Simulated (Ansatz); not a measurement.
Consider HgTe in the zinc blende structure (space group F-43m, No. 216; a = 6.573 Å).

All numbers come from Ansatz (a quantum-chemistry and plane-wave program) r2SCAN, no spin-orbit coupling.

Base values:

The lattice parameter a is 6.573 Å.

Modification: cell and atoms relaxed at a pressure of 4.5 GPa.

Q: How does this affect the lattice parameter a?

A: The lattice parameter a drops by 0.193 Å to 6.380 Å.

Load acts through the strain it causes; cell and atoms are relaxed under it. Stability against distortions was not tested. Tetrahedral semiconductors of this kind turn to denser phases somewhere between about 1 and 50 GPa; those were not computed, so compressed cells here can lie past the real transition. The final runs are not spin-polarised.
